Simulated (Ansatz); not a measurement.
# K in the bcc (W type) structure (space group Im-3m, No. 229)

K has the cubic space group Im-3m (No. 229), the bcc (W type) structure, Pearson symbol cI2. Conventional cell: a = b = c = 5.215 Å, α = β = γ = 90.00°. K on 2a sees 8 K at 4.516 Å and 6 K at 5.215 Å. (Neighbours: up to the widest gap in distance over summed covalent radii, below 1.35, at either atom.)
(The calculation used a cell of 1 atom; values per cell refer to that cell.)

Level of theory: plane-wave PAW DFT at the PBEsol level (Ansatz, a quantum-chemistry and plane-wave program, 420 eV), without spin-orbit coupling. Settings: 13×13×13 k-points, 0.05 eV Fermi–Dirac smearing.

| Property | Value |
|---|---|
| Volume per atom | 70.90 Å³ |
| Density | 0.92 g/cm³ |
| Band gap | zero |
| Total energy | -1516.028 eV/atom (σ→0; compares only within this code and set-up) |

Stability against distortions was not tested.
